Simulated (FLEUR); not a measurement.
Worked example: self-consistent single point of La (P6_3/mmc, 2 atoms in the cell) in FLEUR

Computed with PBE, all-electron FLAPW (FLEUR), scalar-relativistic valence in FLEUR.

The input file:

Input of the input generator:

```
La
&input film=f /
7.1256479666 -0.0000002606 0.0000000000
-3.5628237577 6.1709922878 0.0000000000
0.0000000000 0.0000000000 11.5691603377
1.0
1.0 1.0 1.0

2
57 0.3333333333 0.6666666667 0.2500000000
57 0.6666666667 0.3333333333 0.7500000000

&comp jspins=1 /
&kpt div1=7 div2=7 div3=4 gamma=t /
&end /
```

```xml
<?xml version="1.0" encoding="UTF-8" standalone="no"?>
<fleurInput fleurInputVersion="0.39">
   <comment>
      La                                                                                                  
   </comment>
   <calculationSetup>
      <cutoffs Kmax="3.8" Gmax="15.2" GmaxXC="15.2" numbands="0"/>
      <scfLoop itmax="100" minDistance="0.00001" maxIterBroyd="25" imix="Anderson" alpha="0.05" precondParam="0.0" spinf="2.0"/>
      <coreElectrons ctail="T" frcor="F" kcrel="0" coretail_lmax="0"/>
      <xcFunctional name="pbe" relativisticCorrections="F"/>
      <magnetism jspins="1"/>
      <soc l_soc="F" theta="0.0" phi="0.0" spav="F"/>
      <expertModes spex="0" secvar="F"/>
      <geometryOptimization l_f="T" forcealpha="1.0" forcemix="BFGS" epsdisp="0.00001" epsforce="0.00001"/>
      <ldaU l_linMix="F" mixParam="0.05" spinf="1.0"/>
   </calculationSetup>
   <cell>
      <bzIntegration valenceElectrons="22.0" mode="hist" fermiSmearingEnergy="0.00367493">
         <kPointListSelection listName="default-1"/>
         <!-- k-points included here -->
         <xi:include xmlns:xi="http://www.w3.org/2001/XInclude" href="kpts.xml"> </xi:include>
      </bzIntegration>
      <!-- symmetry operations included here -->
      <xi:include xmlns:xi="http://www.w3.org/2001/XInclude" href="sym.xml"> </xi:include>
      <bulkLattice scale="1.0">
         <bravaisMatrix>
            <row-1>    7.1256479665999999    -0.0000002606000000     0.0000000000000000</row-1>
            <row-2>   -3.5628237576999999     6.1709922877999999     0.0000000000000000</row-2>
            <row-3>    0.0000000000000000     0.0000000000000000    11.5691603376999996</row-3>
         </bravaisMatrix>
      </bulkLattice>
   </cell>
   <atomSpecies>
      <species name="Lanthanum (La)" element="La" atomicNumber="57">
         <mtSphere radius="2.68" gridPoints="925" logIncrement="0.014"/>
         <atomicCutoffs lmax="10" lnonsphr="8"/>
         <electronConfig flipSpins="F">
            <coreConfig>(1s1/2) (2s1/2) (2p1/2) (2p3/2) (3s1/2) (3p1/2) (3p3/2) (4s1/2) (3d3/2) (3d5/2) (4p1/2) (4p3/2) (4d3/2) (4d5/2)</coreConfig>
            <valenceConfig>(5s1/2) (5p1/2) (5p3/2) (6s1/2) (5d3/2) (5d5/2)</valenceConfig>
            <stateOccupation state="(5d3/2)" spinUp="0.2" spinDown="0.2"/>
            <stateOccupation state="(5d5/2)" spinUp="0.3" spinDown="0.3"/>
         </electronConfig>
         <energyParameters s="6" p="6" d="5" f="4"/>
         <lo type="SCLO" l="0" n="5" eDeriv="0"/>
         <lo type="SCLO" l="1" n="5" eDeriv="0"/>
      </species>
   </atomSpecies>
   <atomGroups>
      <atomGroup species="Lanthanum (La)">
         <relPos label="                   1">1.000/3.000 -1.000/3.000 1.000/4.000</relPos>
         <relPos label="                   2">-1.000/3.000 1.000/3.000 -1.000/4.000</relPos>
         <force calculate="T" relaxXYZ="TTT"/>
      </atomGroup>
   </atomGroups>
   <output dos="F" band="F" slice="F">
      <checks vchk="F" cdinf="F"/>
      <bandDOS minEnergy="-.5*Htr" maxEnergy="0.5*Htr" sigma="0.015" storeEVData="T"/>
      <vacuumDOS vacdos="F" integ="F" star="F" nstars="0" locx1="0.0" locy1="0.0" locx2="0.0" locy2="0.0" nstm="0" tworkf="0.0"/>
      <unfoldingBand unfoldBand="F" supercellX="1" supercellY="1" supercellZ="1"/>
      <plotting iplot="0" polar="F">
         <plot TwoD="T" vec1="  1.0  0.0  0.0" vec2="  0.0  1.0  0.0" vec3="  0.0  0.0  1.0" zero="  0.0  0.0  0.0" file="plot"/>
      </plotting>
      <chargeDensitySlicing numkpt="0" minEigenval="0.0" maxEigenval="0.0" nnne="0" pallst="F"/>
      <specialOutput eonly="F"/>
      <magneticCircularDichroism mcd="F" energyLo="-10.0" energyUp="0.0"/>
   </output>
  <!-- We include the file relax.xml here to enable relaxations (see documentation) -->
  <xi:include xmlns:xi="http://www.w3.org/2001/XInclude" href="relax.xml"> <xi:fallback/> </xi:include>
</fleurInput>
```

Output (repeated stretches shortened):

```
      Welcome to FLEUR        (www.flapw.de)
      MaX-Release 8.1          (www.max-centre.eu)

 ========== k-point set info ==========
 Selected k-point list: default-1
 k-point list type: mesh
 7 x 7 x 4
 Number of k points: 24

 ------------Calculation Setup---------------------------
           1           2           3           4           6           8          12          24
 Number of basis functions:          506
 Iteration:     1   Distance:       3.60083090 me/bohr^3
 Iteration:     2   Distance:       3.40913857 me/bohr^3
 Iteration:     3   Distance:       0.85500853 me/bohr^3
 Iteration:     4   Distance:       0.37374502 me/bohr^3
 Iteration:     5   Distance:       0.26749650 me/bohr^3
 Iteration:     6   Distance:       0.02757281 me/bohr^3
   [... 2 lines left out ...]
 Iteration:     9   Distance:       0.00077717 me/bohr^3
 Iteration:    10   Distance:       0.00047101 me/bohr^3
 Iteration:    11   Distance:       0.00006340 me/bohr^3
 Iteration:    12   Distance:       0.00001356 me/bohr^3
 Iteration:    13   Distance:       0.00000158 me/bohr^3

 Run finished successfully
 Stop message:
   Structural relaxation: Done

[file out, last iteration]
             iter=     14
          p o t e n t i a l   g e n e r a t o r
[...]
          integral of pseudo charge density inside the slab=        0.000000   0.000000
     coulomb potential in the interstitial region:
          density-coulomb potential integrals
          total density-coulomb potenti   -28133.0422887932
          density-effective potential integrals for spin  1
          total density-effective poten   -2.8666264493E+04
          charge density-energy density integrals
          total charge density-energy d   -4.0829216381E+02
 Updated energy parameters for spin:           1
  Atom    1 6s branch from -0.69 to  2.93 htr. ; e_l =  0.2907
  Atom    1 6p branch from  0.04 to  3.67 htr. ; e_l =  0.3974
  Atom    1 5d branch from -3.19 to  1.19 htr. ; e_l =  0.3719
  Atom    1 4f branch from -9.99 to  0.51 htr. ; e_l =  0.4454
  Atom    1 5s branch from -9.16 to -0.69 htr. ; e_l(l -0.8261
  Atom    1 5p branch from -6.72 to  0.04 htr. ; e_l(l -0.2380
[...]
 fermi energy and band-weighting factors:
at   0.00000   0.00000   0.00000   k-weight:    0.005102
   18 eigenvalues :
   -0.830736   -0.823790   -0.254481   -0.212380   -0.212380   -0.205963   -0.205963   -0.205021
    0.258939    0.313040    0.416021    0.425472    0.425472    0.431343    0.433955    0.436745
    0.436745    0.438724
   [... 2 blocks of this kind left out ...]

[...]
FERMIE:
          first approx. to ef    (T=0)  :   0.376136 htr   (energy of the highest occ. eigenvalue)
          number of occ. states  (T=0)  :        262
          first approx. to seigv (T=0)  :  -3.945996 htr
          sum of weights of occ. states :  11.010204
          sum of semicore charge        :   0.000000 e
FERHIS:  Fermi-Energy by histogram:
          bandgap                     :   0.000000 htr
          charge neutrality (T=0)     :   0.020408    (zero if the highest occ. eigenvalue is "entirely" occupied)
     EF_NEWTON:  Adjust Fermi-Energy by Newton-Method.
               Number of iterations needed  :   3
               The error in the weight is   : -0.45741E-13
               The error in ef is           :  0.69603E-15 htr
     -->  new fermi energy            :   0.376165 htr
          valence charge              :  22.000000 e
          actual charge blw ef-8kt    :  19.448980 e
          actual charge blw ef+8kt    :  22.000000 e
          number of occ. states       :       289
          sum of the valence weights  :   11.000000
          entropy         :   1.484438 *kb htr/K =   0.00000 htr/K
          sum of val. single particle energies:        -3.9517302942 htr
 Direct bandgap for spin            1 :    4.3049500687729614E-003  Htr
 at k-point           20  with k-vector   0.14285714285714285       0.42857142857142855       0.25000000000000000
          valence density: spin= 1
[...]
     l-like charge
     atom     s        p        d        f        total
 -->  1    2.05407  5.43971  0.77611  0.08629    8.35674
          total charge for spin  1=   22.000000
          interst. charge =       5.286516
          mt charge=              8.356742
          total charge  =   22.000000
          z= 57.     r(1)=  0.645805E-05     dx= 0.014000     m.t.index= 925
               n    l     j    energy       weight
               1.   0.   0.5-1422.3147      2.0000
               2.   0.   0.5 -225.8053      2.0000
               2.   1.   0.5 -212.9125      2.0000
   [... 11 lines left out ...]
          atom type    1  (spin 1)
          kinetic energy=  0.903948134234E+04     sum of the eigenvalues= -0.523700222065E+04
          0.00041825  electrons lost from core.
          total charge for spin  1=  114.000000
          interst. charge =       5.287353
          mt charge=             54.356324
          total charge  =  114.000000
          zc=   114.000000     qfix=    1.000000
     t o t a l  e n e r g y
          sum of eigenvalues =            -10477.9561715947
          density-coulomb potential int   -28133.0422887932
          density-effective potential i   -28666.2644927776
          charge density-ex.-corr.energ     -408.2921638092
          el.-nucl. inter. diff. m.t.      20638.7114081103
          Madelung term for atom type:       -70.1040521678
 ---->    total energy=                   -16995.3204473009 htr
 ---->    (input%tkb*entropy) TS=              0.0054552041 htr
 ---->    free energy=                    -16995.3259025051 htr
      extrapolation for T->0
 ---->    total electron energy=          -16995.3231749030 htr
 ***** TOTAL FORCES ON ATOMS *****
 TOTAL FORCE FOR ATOM TYPE=  1  X=  3.563   Y= -2.057   Z=  2.892
                       FX_TOT= 0.000000 FY_TOT= 0.000000 FZ_TOT= 0.000000
 Structural relaxation: Done
```

The run converged in 13 iterations. FLEUR gives forces in its relaxation mode, with a further iteration, so its stop message speaks of a relaxation.

The starting cell was generated: these elements placed on a structure prototype, without a prior relaxation; it need not be a known phase or ordering of this composition. Its lattice was rescaled by a random factor within 2.5 % of one. Values depend on the basis (sphere radii, cutoffs, local orbitals), which need not be converged. The log's line on a gap gives a spacing of levels on this mesh, which the program prints for metals too.
